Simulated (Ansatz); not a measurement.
System: ZrSe (model structure, started from the CsCl type, Pm-3m, No. 221, 2 atoms in the cell). Method: PBE in Ansatz (plane waves, PAW).

Numerical settings: plane-wave cutoff 520 eV, scalar-relativistic PAW data made under PBE.

Cell (relaxed at this level):

```yaml
crystal:
  lattice:
    - [3.35890, 0.00000, 0.00000]
    - [0.00000, 3.35890, 0.00000]
    - [0.00000, 0.00000, 3.35890]
  atoms:
    - { symbol: Zr, position: [0.00000, 0.00000, 0.00000] }
    - { symbol: Se, position: [0.50000, 0.50000, 0.50000] }
```

Question: Predict the bulk modulus B0.

Answer: 
- bulk modulus B0: 121 GPa

Note: the bulk modulus is −V dP/dV from two relaxed cells at ±2 % in volume; the relaxation could raise the start's symmetry but not lower it, so the cell can be a saddle point.

The computed numbers hold no vibrational or temperature effects.

It cost very roughly 30 core-seconds of CPU time.

A model structure was made by putting elements into a prototype or built by hand; it is no filed structure, need not be a known phase, and can be a saddle point held by its symmetry.

Ansatz is a program for electronic structure.
